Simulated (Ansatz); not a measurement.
Input:

End structure of a constructed model of the (111) surface of fcc Pt, a layer of Al in place of the second plane (bottom of the slab: a bare face, its two planes held):

```yaml
crystal:
  lattice:
    - [2.80721, 0.00000, 0.00000]
    - [-1.40361, 2.43112, 0.00000]
    - [0.00000, 0.00000, 27.50000]
  atoms:
    - { symbol: Pt, position: [0.33333, 0.66667, 0.29490] }
    - { symbol: Pt, position: [0.66667, 0.33333, 0.37825] }
    - { symbol: Pt, position: [0.00000, 0.00000, 0.46215] }
    - { symbol: Pt, position: [0.33333, 0.66667, 0.54973] }
    - { symbol: Al, position: [0.66667, 0.33333, 0.62014] }
    - { symbol: Pt, position: [0.00000, 0.00000, 0.69090] }
```

Set-up: 6 atoms, 11.3 Å thick at the start; mesh 15x15x1; 0.1 eV smearing; dipole correction on; 2 atoms held, the rest relaxed; held to the start's symmetry, so lower structures may exist; no spin, no spin-orbit, no U. In PBE it is, or lies within 0.01 eV a 1x1 cell of, the lowest of the 2 structures of its composition computed so far; larger cells were not tried.

Task: What work function of the top face does PBE run with Ansatz (a first-principles code) give?

Result: 4.64 eV
